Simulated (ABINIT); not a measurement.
Band structure of TaN₂ (P-6m2, 3 atoms in the cell).

```
TaN2
1.0
    3.11548     0.00000     0.00000
   -1.55774     2.69808     0.00000
    0.00000     0.00000     3.79377
Ta N
1 2
Direct
  0.66667   0.33333   0.50000
  0.00000   0.00000   0.81564
  0.00000   0.00000   0.18436
```

Method of the run: LDA (PW92), PAW (JTH v2.0 LDA PAW) (plane waves; ABINIT 10.0.3).

Settings: pseudos = [Ta.LDA_PW-JTH.xml, N.LDA_PW-JTH.xml]; ecut = 52 Ry; pawecutdg = 104 Ry; pawxcdev = 0; occopt = 7; tsmear = 0.272 eV; ngkpt = 10 10 7; nshiftk = 1; shiftk = 0 0 0; potentials = JTH v2.0 LDA PAW; kptopt = 1; nstep = 60; tolvrs1 = 1e-11.

The starting cell comes from a database of computed structures (which also holds hypothetical and non-ambient phases and stackings), without a prior relaxation at this level. Spin-orbit coupling is off. Spin polarisation is off; with an odd number of electrons in the cell that forces a metal, and a magnetic state may lie lower.

Levels in eV from the Fermi level, bands 9 to 16:
```
point      9     10     11     12    13    14    15    16
-----  -----  -----  -----  -----  ----  ----  ----  ----
Γ      -5.57  -1.08  -1.08  -0.12  2.75  2.75  3.31  5.24
M      -4.73  -2.56  -1.65  -0.93  3.57  4.43  6.35  8.05
K      -6.26  -4.17  -0.08   0.28  1.69  5.72  6.02  8.76
A      -4.39  -3.25  -3.25  -0.73  3.39  3.39  4.99  5.39
L      -5.11  -4.10  -0.51   0.25  4.38  4.62  4.95  5.70
H      -5.41  -2.58  -2.28   1.08  2.96  3.56  5.79  5.94
```

Bands cross the Fermi level along this path, so the cell is metallic at this level.
